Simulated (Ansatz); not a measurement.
A user runs Ansatz (a quantum-chemistry and plane-wave program) on LaN (R3m, 2 atoms in the cell) and asks whether the run is sound. The aim is a self-consistent single point with DFT, PBE, plane waves, default PAW files.

Cell that was meant: a = 3.7349 Å, b = 3.7349 Å, c = 3.7349 Å, α = 57.94°, β = 57.94°, γ = 57.94°.

Part of the input:

Ansatz 0.2 input:
```yaml
    - { symbol: La, position: [0.762400, 0.762400, 0.762400] }
    - { symbol: N, position: [0.237600, 0.237600, 0.237600] }
basis:
  ecutwfc: 9.2 Ry
kpoints:
  mp_grid: { grid: [8, 8, 8] }
hamiltonian:
```

The program printed (abridged):

```
   [... lines left out ...]
Symmetry: 6 space group operations
Space group: R3m (ITA 160), of the structure as read, at distance tolerance 3.3e-5 Å
k-points: 65 of 512 (time reversal used)
Initial density: superposition of atomic densities (neutral atoms: chi_scale 0, normalization atom), corrected by the library's trained network
Initial wavefunctions: pseudopotential atomic-orbital guess
Eigensolver: davidson
Functional: x = pbe(κ = 0.804, μ = 0.2195149727645171), c = pbe(β = 0.06672455060314922)
SCF iter   1: F=—  HF=-6622.852763 eV  |F-HF|=—  |Δ(HF+E_count)|=         —  Δρ=1.85e-1  dr2=1.22e1  ethr=1.77e-3  ⟨swp⟩=4.6  Hψ=3889  notcnv=0
all-band conjugate gradients solve this SCF's bands
preconditioner: auto → none
SCF iter   2: F=—  HF=-6620.921573 eV  |F-HF|=—  |Δ(HF+E_count)|=    1.93e0  Δρ=1.22e-1  dr2=5.31e0  ethr=1.77e-3  ⟨swp⟩=2.0  Hψ=1992  notcnv=0
   [... lines left out ...]
SCF iter   5: F=—  HF=-6619.421992 eV  |F-HF|=—  |Δ(HF+E_count)|=   2.48e-5  Δρ=3.97e-4  dr2=8.50e-5  ethr=4.07e-6  ⟨swp⟩=2.0  Hψ=1160  notcnv=0
SCF iter   6: F=—  HF=-6619.423312 eV  |F-HF|=—  |Δ(HF+E_count)|=   1.32e-3  Δρ=6.87e-5  dr2=9.88e-7  ethr=5.31e-7  ⟨swp⟩=2.0  Hψ=1170  notcnv=0
SCF iter   7: F=-6619.423312 eV  HF=-6619.423312 eV  |F-HF|=1.53e-9  |Δ(HF+E_count)|=   2.40e-7  Δρ=5.95e-6  dr2=1.00e-8  ethr=6.25e-10  ⟨swp⟩=5.0  Hψ=3370  notcnv=0
SCF 1 converged in 7 iterations: F = -6619.423312 eV  dr2 = 1.00e-8
Free energy (F): -6619.423312 eV
Internal energy: -6619.417672 eV  (E = F + TS)
E sigma→0 (E₀):  -6619.420492 eV
Entropy (-TS):   -0.005641 eV (-2.820 meV/atom)
Fermi energy:    13.697685 eV
--- Forces (eV/Å), atoms counted from 1 ---
  atom   1  La     0.00000000    -0.00000000    -1.97731437
  atom   2  N     -0.00000000     0.00000000     1.97747247
--- Stress (GPa, compression-positive) ---
       29.649365      -0.000000      -0.000000
       -0.000000      29.649365       0.000000
       -0.000000      -0.000000      16.999044
  P = ⅓ Tr σ = 25.4326 GPa (254.326 kbar)
  The stress holds the Pulay correction. Without it, at fixed plane waves, as pw.x and ABINIT print it: P = -85.7790 GPa
```

Problem. Can these results be used? Check the input.

Solution. The run is not sound. The fault is a basis or grid far too coarse for these potentials. The error of an incomplete plane-wave basis or grid does not cancel at such settings. To fix it, restore the cutoff that the potentials need and check convergence. The run converged in 7 iterations without an error; against the sound input the free energy rises by 8.58 eV/atom, the pressure goes from 9.63 to 25.43 GPa and the largest force goes from 0.078 to 1.977 eV/Å. At a fixed set of plane waves, without the program's Pulay estimate, the pressure is -85.78 GPa against 9.39 GPa.

An input that runs soundly differs in these lines (not the only fix; some lines may just follow from the change or write a value another way):
```diff
-  ecutwfc: 9.2 Ry
+  ecutwfc: 30.9 Ry
```

With that input, the run converged in 6 iterations: free energy E − TS (on the zero of these files) -6636.5771 eV; gap on the k-point mesh 0.49 eV; pressure 9.63 GPa; largest force (vector length) 0.078 eV/Å (DFT, PBE, plane waves, default PAW files).

On the sound input: the starting cell was generated: these elements placed on a structure prototype, without a prior relaxation; it need not be a known phase or ordering of this composition. With a pressure of about 10 GPa the cell is away from its equilibrium volume at this level. Ansatz's pressure includes its estimate of the finite-basis (Pulay) stress.
